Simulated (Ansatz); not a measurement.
Input:

```
CdSe
1.0
    0.00000     3.09785     3.09785
    3.09785     0.00000     3.09785
    3.09785     3.09785     0.00000
Cd Se
1 1
Cartesian
  0.00000   0.00000   0.00000
  4.64678   4.64678   4.64678
```

Calculation: PBE with spin-orbit coupling, rigid bands (plane waves, PAW; Ansatz, an electronic-structure program). Condition of this run: functional PBE, cell relaxed with it. Cell: cell and atoms relaxed with PBE.

Q: What conductivity effective mass do dilute holes have at 300 K?

A: 0.84 mₑ.

Q: And the band gap?

A: 0.38 eV at this level; semilocal functionals usually fall short of the measured gap.

Rigid bands, one relaxation time for all states, no polarons.
